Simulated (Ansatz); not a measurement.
System: HfO₂ (Pnma, No. 62, 12 atoms in the cell; start mp-741; a measured phase of this formula has another space group). Method: r²SCAN+rVV10 (Ansatz, a first-principles code, plane waves, PAW).

Numerical settings: plane-wave cutoff 560 eV, 6×10×6 k mesh (along the axes of the cell as run), Fermi–Dirac smearing 0.01 eV, scalar-relativistic PAW data made under PBE.

Cell (relaxed at this level):

HfO$_{2}$ is modelled in the orthorhombic space group Pnma (No. 62), Pearson symbol oP12. Lattice parameters: a = 5.532 Å, b = 3.302 Å, c = 6.450 Å, α = 90.00°, β = 90.00°, γ = 90.00°. Hf on 4c sees 5 O at 2.122–2.160 Å and 2 O at 2.274 Å and 2 O at 2.537 Å. O1 on 4c sees 1 Hf at 2.160 Å and 2 Hf at 2.274 Å and 2 Hf at 2.537 Å. O2 on 4c is coordinated by 4 Hf at 2.122–2.155 Å (tetrahedral). (Neighbours: up to the widest gap in distance over summed covalent radii, below 1.35, at either atom; cation-cation and far metal-metal contacts left out.)

Task: Estimate the band gap that the calculation returns.

Result: 
- band gap = 3.93 eV

Spin–orbit coupling is not included.

Computed values are for the static lattice.

It cost about 90 core-seconds (a rough figure) of CPU time.

A start named mp-… is a Materials Project structure, which need not be a measured phase.
